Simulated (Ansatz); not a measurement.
Density of states of LiNbO3 (R3c) below the valence band maximum, PBEsol, rigid bands (Ansatz, a quantum-chemistry and plane-wave program); cell volume 105.2 Å³.

(energy from edge (eV), 10⁻³ states/eV/cell): (0.006, 638); (0.031, 1700); (0.056, 5270); (0.081, 14500); (0.106, 12700); (0.131, 17200); (0.156, 16000); (0.181, 10800); (0.206, 10500); (0.231, 14100); (0.256, 11500); (0.281, 9320); (0.319, 9020); (0.344, 10900); (0.369, 14000); (0.394, 15600); (0.419, 13500); (0.444, 12600); (0.469, 13500); (0.494, 13300); (0.519, 13100); (0.544, 11800); (0.569, 12000); (0.594, 13800)

Problem. What effective density of states at 300 K does this give (∫ g(E) exp(−E/k_BT) dE, both spins, divided by the cell's size)?

Solution. 5.9e20 cm⁻³, a density-of-states mass of 8.2 mₑ, valleys and band degeneracy included.

Spin-orbit coupling is left out; where it splits the top of the valence band, N_v and the p-type Seebeck coefficient come out somewhat high without it. Geometry: cell and atoms relaxed with PBEsol.
